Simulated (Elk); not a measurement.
Band structure of Al (Fm-3m, 1 atom in the cell).

```xyz
1
Lattice="0.0000 2.0619 2.0619 2.0619 0.0000 2.0619 2.0619 2.0619 0.0000" Properties=species:S:1:pos:R:3 pbc="T T T"
Al     0.0000     0.0000     0.0000
```

Level of theory: PBE, all-electron FP-LAPW, Elk's shipped species files, APW+lo basis with extra local orbitals in Elk.

Settings: xctype = 20; rgkmax = 7.5; stype = 0; swidth = 0.00183747 Ha; ngridk = 11 11 11; gmaxvr = 16 1/bohr; nxlo = 2; lorbcnd = true; lmaxi = 2; maxscl = 100.

The starting cell comes from a database of computed structures (which also holds hypothetical and non-ambient phases and stackings), without a prior relaxation at this level. Its lattice was rescaled by a random factor within 2.5 % of one. Values depend on the basis (sphere radii, cutoffs, local orbitals), which need not be converged.

Levels in eV from the Fermi level, bands 2 to 8:
| point | 2 | 3 | 4 | 5 | 6 | 7 | 8 |
|---|---|---|---|---|---|---|---|
| Γ | -65.11 | -65.11 | -10.75 | 12.25 | 12.25 | 12.25 | 13.29 |
| X | -65.12 | -65.12 | -2.80 | -1.63 | 5.22 | 5.29 | 5.29 |
| W | -65.12 | -65.12 | -0.79 | -0.79 | 0.25 | 0.74 | 15.25 |
| K | -65.12 | -65.11 | -1.80 | -1.29 | -0.53 | 6.23 | 7.87 |
| L | -65.11 | -65.11 | -4.37 | -4.33 | 10.74 | 10.74 | 11.15 |
| U | -65.12 | -65.11 | -1.80 | -1.29 | -0.53 | 6.23 | 7.87 |

Bands cross the Fermi level along this path, so the cell is metallic at this level.
